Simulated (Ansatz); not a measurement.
Input for fcc Pd (1 1 1) on alpha quartz (1 0 0) (film strained to the substrate, started from cuts of the bulks and a machine-learned relaxation; slabs Si7O18 and Pd16, which can lie off the formulas):

Ansatz 0.2 input:
```yaml
crystal:
  lattice:
    - [5.509512, 0.0, -0.004301027]
    - [0.0, 5.021127, 0.015094302]
    - [-1.394877101, -1.181338979, 22.059530236]
  atoms:
    - { symbol: Si, position: [0.359971673, 0.884815065, 0.107499136] }
    - { symbol: O, position: [0.230016931, 0.084961997, 0.156029446] }
    - { symbol: O, position: [0.928457196, 0.293269523, 0.008260703] }
    - { symbol: O, position: [0.512801589, 0.057971757, 0.061760293] }
    - { symbol: O, position: [0.140227655, 0.712795164, 0.068971269] }
    - { symbol: O, position: [0.843502108, 0.340076508, 0.192425114] }
    - { symbol: O, position: [0.5463165, 0.689235091, 0.144782913] }
    - { symbol: Si, position: [0.402080006, 0.425589198, 0.309766504] }
    - { symbol: Si, position: [0.050978596, 0.124985662, 0.211152306] }
    - { symbol: Si, position: [0.709407442, 0.622124679, 0.205722317] }
    - { symbol: O, position: [0.261449226, 0.628527342, 0.355017834] }
    - { symbol: O, position: [0.916581274, 0.847450403, 0.223592306] }
    - { symbol: O, position: [0.538426944, 0.602527337, 0.262580825] }
    - { symbol: O, position: [0.207020596, 0.224775366, 0.272866077] }
    - { symbol: O, position: [0.888390706, 0.892895563, 0.397913025] }
    - { symbol: O, position: [0.600989941, 0.250604758, 0.348020644] }
    - { symbol: Si, position: [0.464494526, 0.963590897, 0.511507959] }
    - { symbol: Si, position: [0.098275268, 0.674494327, 0.413399223] }
    - { symbol: Si, position: [0.756132674, 0.178056908, 0.409956734] }
    - { symbol: O, position: [0.30762227, 0.119121575, 0.563873655] }
    - { symbol: O, position: [0.966888435, 0.398199204, 0.427876764] }
    - { symbol: O, position: [0.574454415, 0.17006882, 0.465012751] }
    - { symbol: O, position: [0.271464219, 0.765478551, 0.47262898] }
    - { symbol: O, position: [0.858744025, 0.419579678, 0.609700621] }
    - { symbol: O, position: [0.693816349, 0.801572645, 0.542623416] }
    - { symbol: Pd, position: [0.536550307, 0.276919329, 0.63290143] }
    - { symbol: Pd, position: [0.088763891, 0.255452829, 0.670339157] }
    - { symbol: Pd, position: [0.307574343, 0.768401678, 0.660212304] }
    - { symbol: Pd, position: [0.790377399, 0.80903741, 0.63280658] }
    - { symbol: Pd, position: [0.628049931, 0.021417296, 0.745083174] }
    - { symbol: Pd, position: [0.134110622, -0.023825195, 0.767490041] }
    - { symbol: Pd, position: [0.366561597, 0.485765296, 0.764008748] }
    - { symbol: Pd, position: [0.853925597, 0.532654347, 0.75503568] }
    - { symbol: Pd, position: [0.632302997, 0.751286374, 0.854493902] }
    - { symbol: Pd, position: [0.139257323, 0.687133357, 0.870725742] }
    - { symbol: Pd, position: [0.370401058, 0.209729793, 0.868378849] }
    - { symbol: Pd, position: [0.868771295, 0.225580148, 0.853406341] }
    - { symbol: Pd, position: [0.685266657, 0.482664244, 0.952766225] }
    - { symbol: Pd, position: [0.242786613, 0.486460409, 0.996895732] }
    - { symbol: Pd, position: [0.449929683, 0.977904053, 0.971781424] }
    - { symbol: Pd, position: [0.952029688, 0.943537511, 0.961414606] }
basis:
  ecutwfc: 420
  ecutrho_ratio: 4
  xc_grid: 2
kpoints:
  mp_grid: { grid: [5, 5, 1] }
hamiltonian:
  xc: pbe
  dispersion: none
  pseudopotentials: { kind: paw }
scf:
  n_extra_bands: 53
  occupations: { method: fermi_dirac, width: 0.05 }
output:
  forces: true
  stress: true
  eigenstates:
    kpoints:
      - [0, 0, 0]
      - [0.5, 0, 0]
      - [0, 0.5, 0]
      - [0.5, 0.5, 0]
    e_range: [-3.5, 3.5]
    localisation: true
relax:
  f_tol: 0.04
  max_steps: 70
  cell: { fix: [a, b, gamma], stress_tol: 0.3 }
```

Method: PBE (plane waves to 420 eV, PAW; Ansatz, a program for electronic structure). Spin–orbit coupling is left out; the runs are not spin-polarised. Its k-point mesh 5×5×1, Fermi–Dirac width 0.05 eV.

What does the end of the output print (band table and long remarks left out, numbers rounded to eight decimals)?


```
SCF converged after 8 iterations
Free energy (F): -126240.944932 eV
Harris-Foulkes:  -126240.944932 eV  (|F-HF|=7.19e-9)
Internal energy: -126240.728544 eV  (E = F + TS)
E sigma→0 (E₀):  -126240.836738 eV
Entropy (-TS):   -0.216388 eV (-5.278 meV/atom)
Fermi energy:    9.700115 eV
--- Per-component energies (eV) ---
  E_band       = -4919.746523
  E_kinetic    = 11697.018569
  E_local      = -179358.513080  (includes V_loc(G=0)·N_el)
  E_nonlocal   = 4512.972391
  E_hartree    = 84784.516566
  E_xc         = -4407.369213
  E_vxc        = -5400.204097  (∫ρ·V_xc dr)
  E_paw        = -66448.607066  (= ΣΔE_a)
  E_vpaw       = -5940.099904  (= ΣTr[D̂ρ^β])
  E_aug_tail   = 0.048860  (compensation charges beyond the density's cutoff)
  E_ewald      = 22979.204429
  E_smearing   = -0.216388  (= −TS)
  E_closure    = 0.000000  (closes the sum)
  Σ components = -126240.944932   (vs F -126240.944932, Δ=0.00e0)
--- Forces (eV/Å), atoms counted from 1 ---
  atom   1  Si     0.01367264     0.01313124     0.01329824
  atom   2  O     -0.00808570    -0.01601134    -0.00505031
  atom   3  O     -0.00015620    -0.00141773     0.00148779
  atom   4  O     -0.00796439     0.00218344     0.00731023
  atom   5  O      0.00236881    -0.01012323    -0.00189056
  atom   6  O      0.00336830     0.00064397    -0.00687726
  atom   7  O     -0.00816940    -0.01319348    -0.00192503
  atom   8  Si     0.00801529     0.00764660     0.01680746
  atom   9  Si     0.00895914     0.01094100     0.00136295
  atom  10  Si     0.01028402     0.00300999     0.00357375
  atom  11  O      0.00128281     0.00325307    -0.01158921
  atom  12  O      0.00069207    -0.00105540    -0.00087259
  atom  13  O     -0.00024268    -0.00410605    -0.00755680
  atom  14  O     -0.00836961    -0.00662034    -0.00124555
  atom  15  O      0.00147631    -0.00237496    -0.00420932
  atom  16  O     -0.00309649    -0.00069448    -0.00845753
  atom  17  Si     0.00125003    -0.03153197    -0.03684565
  atom  18  Si    -0.01084459     0.00291325     0.00658951
  atom  19  Si     0.00319108     0.00215120     0.00653220
  atom  20  O      0.00324047     0.01823300     0.02691719
  atom  21  O      0.00256458    -0.00326643     0.00833125
  atom  22  O     -0.00003378     0.00771421    -0.01036798
  atom  23  O      0.00304012     0.00836644     0.01306910
  atom  24  O     -0.00038648     0.00428210    -0.01459630
  atom  25  O     -0.00530946     0.00350974    -0.00830867
  atom  26  Pd    -0.01170970    -0.00339841     0.02042043
  atom  27  Pd     0.02267077    -0.01854153     0.00647942
  atom  28  Pd     0.00585637     0.00351059     0.00739725
  atom  29  Pd    -0.01290302     0.00950115     0.00231325
  atom  30  Pd    -0.00726743    -0.00103739     0.00583723
  atom  31  Pd     0.00558702    -0.00314858     0.01217027
  atom  32  Pd    -0.00300145     0.00239168    -0.01081058
  atom  33  Pd     0.00312309    -0.00038163    -0.00615784
  atom  34  Pd    -0.00443528     0.01330454     0.00589037
  atom  35  Pd     0.00655391     0.00610692     0.00785103
  atom  36  Pd     0.00031389     0.00197945    -0.02185962
  atom  37  Pd     0.02323210     0.00157954    -0.02593357
  atom  38  Pd    -0.00399770     0.00017966     0.00269941
  atom  39  Pd    -0.00100333     0.01334125    -0.00685821
  atom  40  Pd    -0.02172183    -0.01461515     0.00131407
  atom  41  Pd    -0.01203295    -0.00835816     0.01372415
  max |Σ_I F_I| component: 3.60e-5 eV/Å
--- Stress (GPa, compression-positive) ---
        1.055737       0.348628       0.064912
        0.348626       0.309226       0.013433
        0.064915       0.013433      -0.153147
  P = ⅓ Tr σ = 0.4039 GPa (4.039 kbar)
--- Relaxed structure (18 steps of the walk, 15 accepted, 1 SCFs on fresh bases) ---
  F+E_penalty+E_count = -126240.94493204 eV   max|allowed force component| = 3.684e-2 eV/Å   (the final SCF, on the basis selected at the relaxed cell)
  cell:  # Å, volume = 583.4668 Å³
    - [5.50881584, -0.00081974, 0.08768342]
    - [-0.00044877, 5.02059857, 0.07439094]
    - [-1.02700410, -0.91759335, 21.06616329]
  atoms:
    - { symbol: Si, position: [0.39074287, 0.95192736, 0.10157771] }
    - { symbol: O, position: [0.24890355, 0.13833818, 0.15262957] }
    - { symbol: O, position: [1.02834354, 0.28211229, 0.01875332] }
    - { symbol: O, position: [0.53766548, 0.14375999, 0.05327662] }
    - { symbol: O, position: [0.19705535, 0.76264965, 0.05860023] }
    - { symbol: O, position: [0.84737290, 0.37868252, 0.18978799] }
    - { symbol: O, position: [0.58382951, 0.75706606, 0.13741373] }
    - { symbol: Si, position: [0.40499627, 0.46450215, 0.30977859] }
    - { symbol: Si, position: [0.05891510, 0.16830455, 0.21008504] }
    - { symbol: Si, position: [0.72369111, 0.66843287, 0.20254579] }
    - { symbol: O, position: [0.27199531, 0.65435726, 0.36160685] }
    - { symbol: O, position: [0.93543498, 0.88232546, 0.22328901] }
    - { symbol: O, position: [0.52844687, 0.65463639, 0.25850868] }
    - { symbol: O, position: [0.20415694, 0.26885131, 0.27444767] }
    - { symbol: O, position: [0.88187965, 0.91297792, 0.39967061] }
    - { symbol: O, position: [0.61730140, 0.28351620, 0.34262669] }
    - { symbol: Si, position: [0.44845012, 0.97749802, 0.51548944] }
    - { symbol: Si, position: [0.08562822, 0.69278755, 0.41966405] }
    - { symbol: Si, position: [0.74582986, 0.19784878, 0.40963845] }
    - { symbol: O, position: [0.31231554, 0.13001950, 0.57577929] }
    - { symbol: O, position: [0.94928470, 0.41523610, 0.43347580] }
    - { symbol: O, position: [0.53146854, 0.18184551, 0.46117374] }
    - { symbol: O, position: [0.24281987, 0.77707409, 0.48374616] }
    - { symbol: O, position: [0.79876664, 0.39834422, 0.59875670] }
    - { symbol: O, position: [0.69576119, 0.84126647, 0.54327300] }
    - { symbol: Pd, position: [0.54936963, 0.23885903, 0.65086238] }
    - { symbol: Pd, position: [0.05684480, 0.23641822, 0.64815674] }
    - { symbol: Pd, position: [0.28503168, 0.74138207, 0.65572515] }
    - { symbol: Pd, position: [0.77423226, 0.76163131, 0.63454263] }
    - { symbol: Pd, position: [0.55238076, -0.05982393, 0.75734627] }
    - { symbol: Pd, position: [0.04889078, -0.06352071, 0.75682960] }
    - { symbol: Pd, position: [0.30620803, 0.43509312, 0.75862303] }
    - { symbol: Pd, position: [0.80704383, 0.44292369, 0.75096971] }
    - { symbol: Pd, position: [0.56548405, 0.63875074, 0.86301395] }
    - { symbol: Pd, position: [0.07198621, 0.63237345, 0.86389544] }
    - { symbol: Pd, position: [0.31765538, 0.14988612, 0.86727710] }
    - { symbol: Pd, position: [0.82048743, 0.12655028, 0.86157977] }
    - { symbol: Pd, position: [0.80130932, 0.46454953, 0.96277547] }
    - { symbol: Pd, position: [0.32896444, 0.45456302, 0.99152454] }
    - { symbol: Pd, position: [0.56362362, 0.94157618, 0.96787141] }
    - { symbol: Pd, position: [1.05460184, 0.93731435, 0.97409284] }
```

Cost: around 80 core-minutes (rough).
